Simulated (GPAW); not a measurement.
A relaxation of cell and atoms of CdS (F-43m, 2 atoms in the cell) with GPAW.

Computed with PBE, GPAW PAW datasets PBE (gpaw-data 1.0.1) (plane waves; GPAW 25.7.0).

```
CELL_PARAMETERS angstrom
      0.00000     2.88351     2.88351
      2.88351     0.00000     2.88351
      2.88351     2.88351     0.00000
ATOMIC_POSITIONS crystal
  Cd 0.00000 0.00000 0.00000
  S  0.25000 0.25000 0.25000
```

Reference input (self-consistent single point, DFT PBE, plane waves, GPAW PAW datasets PBE (gpaw-data 1.0.1)): mode = pw; ecut = 550 eV; xc = PBE; kpts = 10 10 10; mesh shift (steps) = 0 0 0; occupations.name = fermi-dirac; occupations.width = 0 eV; nbands = -4; convergence.bands = -2; symmetry.symmorphic = false; symmetry.tolerance = 0.0005; maxiter = 150. This run's input differs from it in these lines:

```diff
@@ -1,2 +1,4 @@
 from ase import Atoms
+from ase.filters import FrechetCellFilter
+from ase.optimize import BFGS
 from ase.units import GPa
@@ -17,3 +19,3 @@
             nbands=-4,
-            convergence={'bands': -2},
+            convergence={'density': 1e-05, 'bands': -2},
             symmetry={'symmorphic': False, 'tolerance': 0.0005},
@@ -23,2 +25,10 @@
 atoms.calc = calc
+
+target = FrechetCellFilter(atoms)
+
+opt = BFGS(target, logfile='-')
+converged = opt.run(fmax=0.03, steps=40)
+print('Relaxation converged:', converged)
+print('Cell:', atoms.cell.cellpar().round(4))
+print(atoms.get_scaled_positions().round(5))
```

Output (repeated stretches shortened):

```
     iter     time        total  log10-change:
                         energy   eigst   dens
iter:   1 --:--:--    -6.781889   +0.65
iter:   2 --:--:--    -6.683344   -0.45  -1.13
iter:   3 --:--:--    -6.295904   -1.00  -1.17
iter:   4 --:--:--    -6.292020   -2.46  -1.57
iter:   5 --:--:--    -6.354852   -1.92  -1.57
iter:   6 --:--:--    -6.289508   -2.24  -1.82
iter:   7 --:--:--    -6.289412   -3.71  -2.65
iter:   8 --:--:--    -6.287370c  -3.31  -2.71
iter:   9 --:--:--    -6.287460c  -4.47  -3.19
iter:  10 --:--:--    -6.287462c  -5.23  -3.27
iter:  11 --:--:--    -6.287403c  -5.32  -3.31
iter:  12 --:--:--    -6.287385c  -5.16  -3.38
iter:  13 --:--:--    -6.287385c  -6.76  -4.20
iter:  14 --:--:--    -6.287385c  -7.38  -4.29
iter:  15 --:--:--    -6.287385c  -7.01  -4.21
iter:  16 --:--:--    -6.287386c  -7.34  -4.44
iter:  17 --:--:--    -6.287386c  -8.42c -4.51
iter:  18 --:--:--    -6.287386c  -8.87c -4.61
iter:  19 --:--:--    -6.287385c  -7.30  -4.67
iter:  20 --:--:--    -6.287385c  -8.69c -5.30c
Converged after 20 iterations.

Dipole moment: (-2.692064, -2.692064, -2.692064) |e|*Ang

Energy contributions relative to reference atoms: (reference = -163030.738234)

Kinetic:        +21.569971
Potential:      -19.188668
External:        +0.000000
XC:              -8.796920
Entropy (-ST):   +0.000000
Local:           +0.128232
SIC:             +0.000000
--------------------------
Free energy:     -6.287385
Extrapolated:    -6.287385

Showing only first 2 kpts
 Kpt  Band  Eigenvalues  Occupancy
  0     7      3.98082    2.00000
  0     8      3.98082    2.00000
  0     9      5.17851    0.00000
  0    10     10.45791    0.00000

  1     7      3.74794    2.00000
  1     8      3.74794    2.00000
  1     9      6.01887    0.00000
  1    10      9.99438    0.00000

Fermi level: 4.57967

Gap: 1.198 eV
Transition (v -> c):
   [... lines left out ...]
Atomic positions and initial magnetic moments
Free energy:     -6.308849
Fermi level: 4.38417
Gap: 1.165 eV
Atomic positions and initial magnetic moments
Free energy:     -6.344320
Fermi level: 3.73247
Gap: 1.049 eV
Atomic positions and initial magnetic moments
Free energy:     -6.344744
   [... lines left out ...]
     0.000000    -0.000135     0.000000
    -0.000000     0.000000    -0.000135

Forces in eV/Ang:
  0 Cd    0.00000    0.00000    0.00000
  1 S    -0.00000    0.00000   -0.00000

BFGS:    3 --:--:--       -6.344744        0.003484
Relaxation converged: True
Cell: [ 4.1826  4.1826  4.1826 60.     60.     60.    ]
[[0.   0.   0.  ]
 [0.25 0.25 0.25]]
Energy (eV): -6.344744
Stress (GPa, Voigt): [-0.0216 -0.0216 -0.0216  0.     -0.      0.    ]
```

The run converged. GPAW prints stress with tension positive. 

Summary of the result:
| Item | Value |
|---|---|
| Free energy E − TS (from the program's reference atoms) | -6.3447 eV |
| Top of the valence band (on the code's own zero) | 3.16 eV |
| Gap on the k-point mesh | 1.04 eV |
| Pressure | 0.02 GPa |
| Final cell | a = 4.1826 Å, b = 4.1826 Å, c = 4.1826 Å, α = 60.00°, β = 60.00°, γ = 60.00° |
| Final volume per atom | 25.87 Å³ |
| Relaxation steps | 3 |

The starting cell comes from a database of computed structures (which also holds hypothetical and non-ambient phases and stackings), without a prior relaxation at this level. Its lattice was rescaled by a random factor within 2.5 % of one. The relaxation keeps the symmetry of its start, so its end need not be a minimum.

Cost on one core of a shared machine: roughly 2 min.
